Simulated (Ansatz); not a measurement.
System: cubic perovskite CsSrF₃. Method: PBEsol-D3(BJ) (PAW; Ansatz, an electronic-structure program).

Run with plane-wave cutoff 520 eV, 8×8×8 k mesh, Fermi–Dirac smearing 0.01 eV, scalar-relativistic PAW data made under PBE.

A third-order Birch–Murnaghan fit to the energies gives V0 = 20.717 Å³/atom, B0 = 47.0 GPa, B′ = 4.9.

| V (Å³/atom) | P (GPa) |
|---|---|
| 19.475 | 3.38 |
| 19.889 | ? |
| 20.304 | ? |
| 20.718 | 0.00 |
| 21.132 | -0.89 |
| 21.547 | -1.68 |
| 21.961 | ? |

Q: Estimate the withheld pressures from this fit; the answers are the runs' own values.

A: 
- 19.889, P (GPa): 2.12
- 20.304, P (GPa): 1.00
- 21.961, P (GPa): -2.38

The formula P = (3/2) B0 (x^(7/3) − x^(5/3)) [1 + (3/4)(B′ − 4)(x^(2/3) − 1)] with x = V0/V meets the computed pressures within 0.01 GPa when these rounded values are put in.

Note: the relaxation could not lower the start's symmetry, so the cell can be a saddle point above a distorted one.

Spin–orbit coupling is not included.

The result took very roughly 110 core-seconds.
